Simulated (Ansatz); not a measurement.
Structure of amorphous In₁₆Ga₈O₃₆ (periodic cell):

```xyz
60
Lattice="9.3905 0.0000 0.0000 0.0000 9.3905 0.0000 0.0000 0.0000 9.3905" Properties=species:S:1:pos:R:3 pbc="T T T"
In     5.1981     5.0238     5.9025
In     3.6551     8.2725     7.9403
In     6.7732     8.2732     5.6813
In     4.3112     1.2981     4.7715
In     7.8587     5.1059     8.4831
In     1.7643     5.1757     7.5258
In     0.8628     0.2495     6.3923
In     0.7081     5.4692     2.0188
In     7.4142     8.9928     8.7645
In     4.1496     7.1352     3.2937
In     0.5054     2.5056     9.3588
In     4.7291     5.3573     0.2254
In     6.6006     3.9315     3.0513
In     3.5075     1.3369     1.7268
In     0.6643     2.2188     3.7316
In     7.4442     2.2001     6.1702
Ga     6.2103     2.5103     0.0702
Ga     1.2093     8.5743     0.2556
Ga     2.8655     4.4377     4.0996
Ga     8.7847     5.3231     5.0478
Ga     6.7962     0.9458     2.7296
Ga     7.1499     6.9895     1.7796
Ga     9.2653     8.2261     3.4357
Ga     3.6006     2.2681     7.5578
O      5.0090     2.7463     6.3729
O      3.0229     5.2000     5.8324
O      1.5997     2.2882     1.7386
O      8.0756     2.3315     2.8393
O      7.9976     5.6152     2.6904
O      6.3594     4.1956     0.9008
O      0.2982     4.6239     0.1542
O      8.1215     0.0427     6.8266
O      7.2430     4.2005     5.1773
O      6.4855     0.8307     0.7871
O      1.4525     8.0589     7.7657
O      9.2092     5.3528     6.8747
O      5.8956     5.4051     7.8206
O      4.8168     4.7714     3.8203
O      0.1252     2.1914     5.8330
O      3.1287     6.2378     8.7291
O      5.6543     8.6135     7.5917
O      3.8562     9.2089     3.2887
O      2.7414     5.6558     2.5991
O      2.9609     9.2058     0.3578
O      1.9818     3.0841     7.9155
O      5.1896     7.1089     5.1407
O      0.8881     0.0905     4.2457
O      8.6188     7.2002     4.8938
O      3.1245     0.6575     6.6226
O      4.3478     2.5175     9.2688
O      0.7253     7.6142     1.8425
O      7.6649     2.8188     8.2696
O      2.7597     2.5847     4.1509
O      9.3283     0.4989     9.3545
O      5.2616     2.1088     2.7714
O      7.5201     8.5755     2.7532
O      0.7417     4.4997     3.9815
O      7.8667     7.0573     0.0608
O      6.4466     0.8057     4.7695
O      5.3209     6.9038     1.5517
```

Calculation: PBE, scalar-relativistic without spin-orbit coupling (plane waves to 420 eV, PAW; Ansatz, a first-principles code).

A CHGNet melt-quench gave the starting glass, which DFT then relaxed. O atoms were pushed apart under 1.9 Å during the dynamics, to hinder bonds among them. It is the lowest in DFT energy of 2 quenches. It is a model cell: composition and starting density were chosen by hand, and all elements were melted together. No dispersion term was used. Its density started from a set value of 5.96 and ended at 5.96 g/cm³. Cooling (nominally 88 K/ps over its main leg) ran many orders faster than in experiment, which tends to leave more defects and strain. One small periodic cell is one sample of the glass; other quenches scatter about these values. The volume was free in the relaxation, at fixed shape. Stress components on the final sampling reach 2.2 GPa.

Cut-offs for bonds: In-In 3.12 Å, In-Ga 2.90 Å, In-O 2.68 Å, Ga-Ga 2.68 Å, Ga-O 2.28 Å, O-O 1.58 Å. Two cations that share two anions don't count as bonded, nor two that share one unless they lie closer than In-In 3.04 Å, In-Ga 2.82 Å, Ga-Ga 2.61 Å.

Problem. Give the coordination numbers, mean bond lengths and angles.

Solution. 
The mean coordination of In by anions is 5.31 (1 with 4, 9 with 5, 6 with 6) and the mean coordination of Ga by anions comes out as 4.25 (6 with 4, 2 with 5). The mean coordination of O is 3.31 (25 with 3, 11 with 4) and the mean In-O bond is 2.194 Å (spread 0.110 Å, 85 counted). The mean Ga-O bond is 1.906 Å (spread 0.062 Å, 34 counted) and the bond angle at In is mean 105.3°, spread 28.7°. The bond angle at Ga is mean 108.6°, spread 18.0° and the bond angle at O is mean 112.9°, spread 13.4°.

Problem. List the pairs of like atoms that count as bonded by the rules above.

Solution. There are none by these rules.

Problem. What Bader charges do the atoms carry, from a run on the zone centre alone?

Solution. Means (range): In +1.84 e (+1.80 to +1.88), Ga +1.83 e (+1.80 to +1.87), O -1.22 e (-1.27 to -1.15).
```
atom  charge (e)
----  ----------
In1        +1.85
In2        +1.81
In3        +1.81
In4        +1.85
In5        +1.87
In6        +1.86
In7        +1.82
In8        +1.84
In9        +1.84
In10       +1.83
In11       +1.83
In12       +1.80
In13       +1.87
In14       +1.86
In15       +1.88
In16       +1.83
Ga17       +1.81
Ga18       +1.82
Ga19       +1.85
Ga20       +1.85
Ga21       +1.87
Ga22       +1.81
Ga23       +1.82
Ga24       +1.80
O25        -1.24
O26        -1.25
O27        -1.22
O28        -1.26
O29        -1.25
O30        -1.22
O31        -1.20
O32        -1.20
O33        -1.24
O34        -1.23
O35        -1.17
O36        -1.22
O37        -1.22
O38        -1.23
O39        -1.15
O40        -1.17
O41        -1.20
O42        -1.20
O43        -1.20
O44        -1.24
O45        -1.23
O46        -1.20
O47        -1.22
O48        -1.23
O49        -1.23
O50        -1.25
O51        -1.24
O52        -1.23
O53        -1.24
O54        -1.23
O55        -1.23
O56        -1.27
O57        -1.24
O58        -1.24
O59        -1.22
O60        -1.23
```
